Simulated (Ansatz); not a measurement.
## HgSe, response to strain

Take HgSe in the zinc blende structure (space group F-43m, No. 216) as the base.

```
HgSe
1.0
    0.00000     3.06639     3.06639
    3.06639     0.00000     3.06639
    3.06639     3.06639     0.00000
Hg Se
1 1
Direct
  0.00000   0.00000   0.00000
  0.25000   0.25000   0.25000
```

Strains are applied to the cell and any free atomic positions relax.

The values are results of PBEsol, PAW, 420 eV (Ansatz, a program for electronic structure; no SOC), not measurements.

Notes on the quantities. energy relative to the base: free energy F.

```json
[
 {"variant": "base", "energy relative to the base": "0 meV/atom", "shortest interatomic distance": "2.656 Å", "pressure": "0.0 GPa"},
 {"variant": "isotropic strain −2.50 %", "energy relative to the base": "+29 meV/atom", "shortest interatomic distance": "2.589 Å", "pressure": "4.8 GPa"},
 {"variant": "isotropic strain −2.00 %", "energy relative to the base": "+18 meV/atom", "shortest interatomic distance": "2.602 Å", "pressure": "3.7 GPa"},
 {"variant": "isotropic strain −1.50 %", "energy relative to the base": "?", "shortest interatomic distance": "2.616 Å", "pressure": "2.6 GPa"},
 {"variant": "isotropic strain −1.00 %", "energy relative to the base": "+4.4 meV/atom", "shortest interatomic distance": "2.629 Å", "pressure": "?"},
 {"variant": "isotropic strain −0.50 %", "energy relative to the base": "+1.1 meV/atom", "shortest interatomic distance": "2.642 Å", "pressure": "0.8 GPa"},
 {"variant": "isotropic strain +0.50 %", "energy relative to the base": "?", "shortest interatomic distance": "2.669 Å", "pressure": "-0.7 GPa"},
 {"variant": "isotropic strain +1.50 %", "energy relative to the base": "+8.8 meV/atom", "shortest interatomic distance": "2.695 Å", "pressure": "-2.1 GPa"},
 {"variant": "isotropic strain +2.00 %", "energy relative to the base": "+15 meV/atom", "shortest interatomic distance": "2.709 Å", "pressure": "-2.6 GPa"},
 {"variant": "isotropic strain +2.50 %", "energy relative to the base": "?", "shortest interatomic distance": "2.722 Å", "pressure": "-3.2 GPa"}
]
```

Task: Complete the table.

Result: 
- isotropic strain −1.50 %, energy relative to the base: +10 meV/atom
- isotropic strain −1.00 %, pressure: 1.7 GPa
- isotropic strain +0.50 %, energy relative to the base: +1.0 meV/atom
- isotropic strain +2.50 %, energy relative to the base: +24 meV/atom

The mesh was chosen for an insulator and is coarse for the gapless case. No phonon test of stability was made. All final runs are without spin polarisation.
